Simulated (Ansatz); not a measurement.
BeTe under load (space group I-4m2), Ansatz (a first-principles code) with r2SCAN with spin-orbit coupling, rigid bands. Condition of this run: biaxial stress xx = yy = 2 GPa (compression positive) (the target of the relaxation). Band gap 1.90 eV, N_c = 1.89e19 cm⁻³ and N_v = 4.89e18 cm⁻³ at 300 K, conductivity masses along x (a = (0.00, 2.78, 2.86) Å; b = (2.78, 0.00, 2.86) Å; c = (2.78, 2.78, 0.00) Å) of 0.470 mₑ (electrons) and 0.351 mₑ (holes). Take k_BT = 0.02585 eV.

What thermal injection velocity √(2k_BT/πm) limits a ballistic channel along the direction named?

7.85e6 cm/s for electrons and 9.08e6 cm/s for holes, a ratio of √(m_h/m_e) = 0.864, for dilute carriers.

What built-in voltage has an abrupt junction with N_A = 1e16 and N_D = 1e18 cm⁻³, all dopants ionised?

V_bi = E_g/e − (k_BT/e) ln(N_c N_v/(N_A N_D)) = 1.90 − 0.02585 × 9.13 = 1.66 V, for the computed gap.

A film of it is 8 nm thick, with its normal along the direction named. Estimate the confinement energies in an infinite well.

ħ²π²/(2m t²) = 0.376 eV·nm²/(m/mₑ × t²) gives 12.5 meV for electrons and 16.7 meV for holes, so the gap would widen to about 1.93 eV. Finite barriers and nonparabolic bands lower this, and with several valleys or bands the heaviest mass along the normal sets the lowest level, not this average.

Rigid bands with the computed gap; masses take one relaxation time for all states.
